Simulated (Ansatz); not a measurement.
Base system: AlN in the wurtzite structure (space group P6_3mc, No. 186; a = 3.114 Å, c = 4.983 Å). Axes: x lies along a and z along c of the hexagonal cell.

Level of theory: PBEsol/PAW in Ansatz (a quantum-chemistry and plane-wave program), no SOC.

Strains are applied to the cell and any free atomic positions relax.

One change was made to it. Results:

The valence-band top at Γ (three highest levels, from the VBM) goes from 0.00, -0.22, -0.22 eV to 0.00, -0.08, -0.21 eV; the electron mass is 0.31 mₑ along x, 0.30 mₑ along y, 0.29 mₑ along z (at Γ); the band gap increases by 0.202 eV (4.09 eV → 4.30 eV).

Question: Name the change that was made.
A. uniaxial strain ε_xx = −1.80 %
B. uniaxial strain ε_xx = −3.00 %
C. uniaxial strain ε_xx = −1.20 %

Answer: A, uniaxial strain ε_xx = −1.80 %. For comparison, the band gap in the other runs: uniaxial strain ε_xx = −1.20 % gives 4.23 eV; uniaxial strain ε_xx = −3.00 % gives 4.41 eV.

Masses are band curvatures over ±0.01 Å⁻¹ around the edge. Whether these cells are dynamically stable was not tested.
